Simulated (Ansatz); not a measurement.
The starting structures come from a database of crystals and need not be the phases stable at ambient conditions.

 Where the default PAW files enter, the runs use the earlier of Ansatz's two default sets.

Data:

```
Li2ZrO3
1.0
    5.34928     0.00000     0.00000
    1.99812     5.00053     0.00000
    2.67464     0.00000     4.51436
Li Zr O
4 2 6
Direct
  0.74026   0.25000   0.51948
  0.25974   0.75000   0.48052
  0.42416   0.25000   0.15168
  0.57584   0.75000   0.84832
  0.09130   0.25000   0.81740
  0.90870   0.75000   0.18260
  0.50000   0.00000   0.50000
  0.00000   0.50000   0.50000
  0.15624   0.98826   0.15176
  0.84376   0.01174   0.84824
  0.69200   0.51174   0.15176
  0.30800   0.48826   0.84824
```

Space group of this cell: C2/c. The cell is taken as given.

Transport runs along the normal of the first two printed cell vectors.

The gap is the functional's own, uncorrected, and κ follows it; spin-orbit coupling is left out. Mid-gap values are interpolated between the computed energies.

Compute, with Ansatz (a first-principles code) with r2SCAN, the band gap and the smallest decay constant κ at mid-gap.

Gap 4.46 eV on a 8×6×8 mesh; κ = 0.423 1/Å, at the zone centre.
